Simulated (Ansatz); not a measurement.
Ansatz (a program for electronic structure) run on Zn (P6_3/mmc, 4 atoms in the cell): relaxation of cell and atoms.

Method: PBE (plane waves, PAW; Ansatz).

```
CELL_PARAMETERS angstrom
      2.83140     0.00000     0.00000
     -1.41570     2.45206     0.00000
      0.00000     0.00000     9.11004
ATOMIC_POSITIONS crystal
  Zn 0.00000 0.00000 0.00000
  Zn 0.00000 0.00000 0.50000
  Zn 0.33333 0.66667 0.25000
  Zn 0.66667 0.33333 0.75000
```

Reference input (self-consistent single point, DFT, PBE, plane waves, default PAW files): kpoints.mp_grid.grid = 13 13 4; hamiltonian.xc = pbe; hamiltonian.pseudopotentials = {kind: paw} (the program's default PAW files); scf.occupations.method = gaussian; scf.occupations.width = 0.02 Ry. This run's input differs from it in these lines:

```diff
@@ -18,2 +18,4 @@
   occupations: { method: gaussian, width: 0.02 Ry }
+relax:
+  cell: {}
 output:
```

Output, abridged:

```
   [... SCF lines of the steps left out ...]
relax step   1: F+E_penalty+E_count = -13276.00633253 eV  Δ(F+E_penalty+E_count) = +0.000e0 eV  max|allowed force component| = 7.401e-17 eV/Å  Δτ_max = 0.0000 Å  P = -2.796 GPa  Ω = 63.249 Å³  (7 SCF iters, dr2 threshold 1.00e-7 eV, accepted)
relax step   2: F+E_penalty+E_count = -13276.03364639 eV  Δ(F+E_penalty+E_count) = -2.731e-2 eV  max|allowed force component| = 1.573e-16 eV/Å  Δτ_max = 0.0000 Å  P = -0.564 GPa  Ω = 60.914 Å³  energy of the carried Pulay correction = +1.736e-3 eV  [...]
   [... lines left out ...]
relax step  11: F+E_penalty+E_count = -13276.12237506 eV  Δ(F+E_penalty+E_count) = -2.732e-5 eV  max|allowed force component| = 1.480e-16 eV/Å  Δτ_max = 0.0000 Å  P = +0.006 GPa  Ω = 60.827 Å³  energy of the carried Pulay correction = -3.511e-5 eV  [...]
relax step  12: F+E_penalty+E_count = -13276.12241486 eV  Δ(F+E_penalty+E_count) = -3.980e-5 eV  max|allowed force component| = 1.804e-16 eV/Å  Δτ_max = 0.0000 Å  P = +0.006 GPa  Ω = 60.827 Å³  stress off target by 1.67e-2 GPa  SCF on the basis [...]
basis re-selected at this cell: Δ(F+E_penalty+E_count) = -3.980e-5 eV, ΔP = -0.000 GPa vs the last step
the relaxation is at rest under the 24 symmetry operations that the run kept from its start: a minimum is not shown …
Stability not checked: this state was not tested for a lower state beside it, because too few of the mixer's solves of this state at the end of the SCF gave a …
Free energy (F): -13276.122415 eV
Internal energy: -13276.094498 eV  (E = F + TS)
   [... lines left out ...]
Fermi energy:    11.008318 eV
  cell:  # Å, volume = 60.8268 Å³
   [... lines left out ...]
    - [0.0, 0.0, 9.933876975413959]
  atoms:
    - { symbol: Zn, position: [-5.035068077576756e-34, 8.026138904092731e-34, -5.417311860141516e-35] }
    - { symbol: Zn, position: [-5.45667144764278e-34, 8.713392388235225e-34, 0.5000000000000001] }
    - { symbol: Zn, position: [0.33333333333333337, 0.6666666666666667, 0.25000000000000006] }
    - { symbol: Zn, position: [0.6666666666666667, 0.33333333333333337, 0.7500000000000001] }
```

The run converged. 

Summary of the result:
* **Free energy E − TS (on the zero of these files)**: -13276.1224 eV
* **Fermi level (on the code's own zero)**: 11.01 eV
* **Pressure**: 0.01 GPa
* **Final cell**: a = 2.6590 Å, b = 2.6590 Å, c = 9.9339 Å, α = 90.00°, β = 90.00°, γ = 120.00°
* **Final volume per atom**: 15.21 Å³
* **Relaxation steps**: 12

The starting cell was generated: these elements placed on a structure prototype, without a prior relaxation; it need not be a known phase or ordering of this composition. Its lattice was rescaled by a random factor within 2.5 % of one. The relaxation keeps the symmetry of its start, so its end need not be a minimum. Ansatz's pressure includes its estimate of the finite-basis (Pulay) stress. One axis grew by 9 %.

Keys are those of Ansatz 0.2.
